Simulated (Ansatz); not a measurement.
## Worked example: self-consistent single point of SrBr2 (P6_3/mmc, 6 atoms in the cell) in Ansatz

Computed with PBE (plane waves, PAW; Ansatz, a program for electronic structure).

The input file:

Ansatz 0.2 input:
```yaml
# SrBr2
crystal:
  lattice:
    - [3.84512200, 0.00000000, 0.00000000]
    - [-1.92256100, 3.32997300, 0.00000000]
    - [0.00000000, 0.00000000, 14.95595400]
  atoms:
    - { symbol: Sr, position: [0.33333300, 0.66666700, 0.25000000] }
    - { symbol: Sr, position: [0.66666700, 0.33333300, 0.75000000] }
    - { symbol: Br, position: [0.33333300, 0.66666700, 0.62750000] }
    - { symbol: Br, position: [0.66666700, 0.33333300, 0.12750000] }
    - { symbol: Br, position: [0.66666700, 0.33333300, 0.37250000] }
    - { symbol: Br, position: [0.33333300, 0.66666700, 0.87250000] }
kpoints:
  mp_grid: { grid: [7, 7, 2] }
hamiltonian:
  xc: pbe
  pseudopotentials: { kind: paw }
scf:
  occupations: { method: methfessel_paxton, width: 0.1 }
output:
  forces: true
  eigenvalues: true
  stress: true
```

The program printed (abridged):

```
WARN the atoms were moved onto the symmetric positions of the space group found under crystal.symmetry.tolerance 1.0e-5 (fractional …
WARN basis.ecutwfc = 420 eV, the default
WARN ansatz: RAYON_NUM_THREADS=1 ignored (pool sized by the plan → 1); use --threads N
Pseudopotentials: kind: paw
Pseudopotential: Sr, paw, valence charge 10
Pseudopotential: Br, paw, valence charge 7
Crystal: 6 atoms, lattice volume = 191.498 Å³
Basis set: ecut = 420 eV, 3721 PW (Γ), exchange–correlation on 54×54×200 points (8 copies of the dense FFT grid, shifted against one another)
Bands: 30, of which v1, the nominal top of the filled ones, is band 24 counted from 1 (23 counted from 0)
Symmetry: 24 space group operations
Space group: P63/mmc (ITA 194), of the structure as read, at distance tolerance 5.8e-5 Å
k-points: 16 of 98
Initial density: superposition of atomic densities (neutral atoms: chi_scale 0, normalization atom), corrected by the library's trained network
Initial wavefunctions: pseudopotential atomic-orbital guess
Eigensolver: davidson
Functional: x = pbe(κ = 0.804, μ = 0.2195149727645171), c = pbe(β = 0.06672455060314922)
SCF iter   1: F=—  HF=-18231.819598 eV  |F-HF|=—  |Δ(HF+E_count)|=         —  Δρ=1.24e-3  dr2=6.64e-3  ethr=1.77e-3  ⟨swp⟩=11.5  Hψ=3316  notcnv=0
all-band conjugate gradients solve this SCF's bands
preconditioner: auto → Resta (q_TF=auto, 2.166 Å⁻¹)
SCF iter   2: F=—  HF=-18231.821608 eV  |F-HF|=—  |Δ(HF+E_count)|=   2.01e-3  S|Δr|=    0.00e0  Δρ=7.30e-4  dr2=2.48e-3  ethr=1.38e-5  ⟨swp⟩=2.6  Hψ=979  notcnv=0  defer=2
SCF iter   3: F=—  HF=-18231.822577 eV  |F-HF|=—  |Δ(HF+E_count)|=   9.70e-4  S|Δr|=    0.00e0  Δρ=3.80e-4  dr2=1.05e-3  ethr=5.16e-6  ⟨swp⟩=2.8  Hψ=862  notcnv=0  defer=2
SCF iter   4: F=—  HF=-18231.822305 eV  |F-HF|=—  |Δ(HF+E_count)|=   2.72e-4  S|Δr|=    0.00e0  Δρ=8.54e-5  dr2=2.39e-5  ethr=2.19e-6  ⟨swp⟩=2.0  Hψ=632  notcnv=0  defer=2
SCF iter   5: F=—  HF=-18231.822357 eV  |F-HF|=—  |Δ(HF+E_count)|=   5.18e-5  S|Δr|=    0.00e0  Δρ=3.45e-5  dr2=6.99e-6  ethr=4.97e-8  ⟨swp⟩=2.9  Hψ=875  notcnv=0  defer=2
SCF iter   6: F=-18231.822357 eV  HF=-18231.822357 eV  |F-HF|=2.74e-8  |Δ(HF+E_count)|=   1.90e-7  S|Δr|=    0.00e0  Δρ=3.77e-6  dr2=7.43e-8  ethr=2.08e-10  ⟨swp⟩=12.6  Hψ=3274  notcnv=0
SCF 1 converged in 6 iterations: F = -18231.822357 eV  dr2 = 7.43e-8
SCF converged after 6 iterations
Stability not checked (fill_not_monotonic)
Free energy (F): -18231.822357 eV
Harris-Foulkes:  -18231.822357 eV  (|F-HF|=2.74e-8)
Internal energy: -18231.822357 eV  (E = F + TS)
E sigma→0 (E₀):  -18231.822357 eV
Fermi energy:    5.021042 eV
Step filling:    the computed levels leave a gap of 4.1093 eV = 41.1 smearing widths
--- Per-component energies (eV) ---
  E_band       = -292.188946
  E_kinetic    = 1040.562524
  E_local      = -2853.877918  (includes V_loc(G=0)·N_el)
  E_nonlocal   = 687.990195
  E_hartree    = 854.797078
  E_xc         = -1412.435442
  E_vxc        = -748.520067  (∫ρ·V_xc dr)
  E_paw        = -14376.194839  (= ΣΔE_a)
  E_vpaw       = -127.947051  (= ΣTr[D̂ρ^β])
  E_aug_tail   = -0.000003  (compensation charges beyond the density's cutoff)
  E_ewald      = -2172.663952
  E_smearing   = 0.000000  (= −TS)
  E_closure    = 0.000000  (closes the sum)
  Σ components = -18231.822357   (vs F -18231.822357, Δ=0.00e0)
--- Forces (eV/Å), atoms counted from 1 ---
  atom   1  Sr    -0.00000000    -0.00000000     0.00000000
  atom   2  Sr    -0.00000000     0.00000000     0.00000000
  atom   3  Br    -0.00000000    -0.00000000    -0.92499690
  atom   4  Br     0.00000000     0.00000000    -0.92499690
  atom   5  Br    -0.00000000     0.00000000     0.92499690
  atom   6  Br    -0.00000000    -0.00000000     0.92499690
  max |Σ_I F_I| component: 2.78e-17 eV/Å
--- Stress (GPa, compression-positive) ---
       10.232155       0.000000       0.000000
       -0.000000      10.232155       0.000000
        0.000000       0.000000       5.892644
  P = ⅓ Tr σ = 8.7857 GPa (87.857 kbar)
  The stress holds the Pulay correction. Without it, at fixed plane waves, as pw.x and ABINIT print it: P = 8.7766 GPa
--- Band table (eV; the first three rows and the last of 16) ---
  k-point 0: bands = ["-29.6888", "-29.6888", "-12.3704", "-12.3639", "-11.6626", "-11.6626", "-11.6626", "-11.6626", "-10.1716", "-10.1239", "-9.1854", "-9.1347", "0.4647", "0.8658", "2.1504", "2.7535", "2.7535", "2.7772", "2.7772", "2.8548", [...]
  k-point 1: bands = ["-29.6888", "-29.6888", "-12.3671", "-12.3671", "-11.6626", "-11.6626", "-11.6626", "-11.6626", "-10.1483", "-10.1483", "-9.1595", "-9.1595", "0.6334", "0.6334", "2.5251", "2.5251", "2.7644", "2.7644", "2.7644", "2.7644", [...]
  k-point 2: bands = ["-29.6797", "-29.6797", "-12.2816", "-12.2759", "-11.8800", "-11.8785", "-11.6868", "-11.6868", "-9.9638", "-9.9204", "-9.2526", "-9.2070", "0.6595", "1.0360", "2.0017", "2.2361", "2.2465", "2.4490", "2.7490", "2.7699", [...]
  k-point 15: bands = ["-29.6358", "-29.6358", "-12.4524", "-12.4524", "-11.9755", "-11.9755", "-11.7595", "-11.7595", "-9.6612", "-9.6612", "-9.2244", "-9.2244", "1.0899", "1.0899", "1.1510", "1.1510", "1.6015", "1.6015", "1.8900", "1.8900", [...]
```

The run converged in 6 iterations.

The starting cell was generated: these elements placed on a structure prototype, without a prior relaxation; it need not be a known phase or ordering of this composition. With a pressure of about 9 GPa the cell is away from its equilibrium volume at this level. Ansatz's pressure includes its estimate of the finite-basis (Pulay) stress.
